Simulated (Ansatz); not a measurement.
Consider C in the diamond structure (space group Fd-3m, No. 227; a = 3.560 Å).

The values are results of plane-wave PAW DFT at the r2SCAN level (Ansatz, a first-principles code, 500 eV), without spin-orbit coupling, earlier PAW set, not measurements.

Before the change:

```
Quantity                       Result
----------------------------  -------
Gap between the host's bands  4.36 eV
```

Perturbation: hole doping at 1.5×10^21 cm⁻³ (0.0169 per cell), with a uniform compensating background at fixed cell and a 300 K Fermi–Dirac width.

Task: Estimate the effect on the Fermi level from band edge and gap between the host's bands.

Result: The Fermi level relative to the doped band's edge (positive inside the band; to 0.05 eV) amounts to +0.35 eV; the gap between the host's bands rises by 0.01 eV, from 4.36 eV to 4.37 eV.

Charged cell with a jellium background: band edges are those of the host's band count, energies are not comparable with the neutral cell, and many-body gap narrowing is missing. Stability against distortions was not tested.
